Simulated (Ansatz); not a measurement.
(8,0) carbon nanotube

Levels: PBE (plane waves to 420 eV, PAW; Ansatz, a program for electronic structure); r2SCAN (plane waves to 500 eV, PAW; Ansatz); HSE06 (Ansatz). Unmarked values and the geometry are of the first. Mesh 1×1×18. No spin polarisation. It repeats along c; a and b span vacuum. An idealised model, rolled from the flat sheet. It keeps the symmetry and period of its start, so it need not be a minimum against all distortions. HSE06 ran on a 1×1×4 mesh and at PBE's edge points. Buckling under compression is shut out by symmetry and the short period.

* **period along the axis (32 atoms)**: 4.267 Å
* **mean diameter**: 6.37 Å
* **energy over the flat sheet**: +199 meV/atom
* **PBE gap**: 0.58 eV, direct at Γ
* **electron mass along the axis (PBE)**: 0.17 mₑ
* **hole mass along the axis (PBE)**: 0.29 mₑ
* **valence and conduction edges under the vacuum level (PBE)**: 4.86 and 4.28 eV
* **r2SCAN gap at this geometry**: 0.64 eV
* **HSE06 gap at this geometry**: 1.03 eV
* **axial stiffness dF/dε**: 665 nN

```yaml
crystal:
  lattice:
    - [17.50000, 0.00000, 0.00000]
    - [0.00000, 17.50000, 0.00000]
    - [0.00000, 0.00000, 4.26694]
  atoms:
    - { symbol: C, position: [0.68201, 0.50000, 0.66604] }
    - { symbol: C, position: [0.66815, 0.56965, 0.83396] }
    - { symbol: C, position: [0.68201, 0.50000, 0.33396] }
    - { symbol: C, position: [0.62870, 0.62870, 0.66604] }
    - { symbol: C, position: [0.56965, 0.66815, 0.83396] }
    - { symbol: C, position: [0.66815, 0.56965, 0.16604] }
    - { symbol: C, position: [0.62870, 0.62870, 0.33396] }
    - { symbol: C, position: [0.50000, 0.68201, 0.66604] }
    - { symbol: C, position: [0.43035, 0.66815, 0.83396] }
    - { symbol: C, position: [0.56965, 0.66815, 0.16604] }
    - { symbol: C, position: [0.50000, 0.68201, 0.33396] }
    - { symbol: C, position: [0.37130, 0.62870, 0.66604] }
    - { symbol: C, position: [0.33185, 0.56965, 0.83396] }
    - { symbol: C, position: [0.43035, 0.66815, 0.16604] }
    - { symbol: C, position: [0.37130, 0.62870, 0.33396] }
    - { symbol: C, position: [0.31799, 0.50000, 0.66604] }
    - { symbol: C, position: [0.33185, 0.43035, 0.83396] }
    - { symbol: C, position: [0.33185, 0.56965, 0.16604] }
    - { symbol: C, position: [0.31799, 0.50000, 0.33396] }
    - { symbol: C, position: [0.37130, 0.37130, 0.66604] }
    - { symbol: C, position: [0.43035, 0.33185, 0.83396] }
    - { symbol: C, position: [0.33185, 0.43035, 0.16604] }
    - { symbol: C, position: [0.37130, 0.37130, 0.33396] }
    - { symbol: C, position: [0.50000, 0.31799, 0.66604] }
    - { symbol: C, position: [0.56965, 0.33185, 0.83396] }
    - { symbol: C, position: [0.43035, 0.33185, 0.16604] }
    - { symbol: C, position: [0.50000, 0.31799, 0.33396] }
    - { symbol: C, position: [0.62870, 0.37130, 0.66604] }
    - { symbol: C, position: [0.66815, 0.43035, 0.83396] }
    - { symbol: C, position: [0.56965, 0.33185, 0.16604] }
    - { symbol: C, position: [0.62870, 0.37130, 0.33396] }
    - { symbol: C, position: [0.66815, 0.43035, 0.16604] }
```
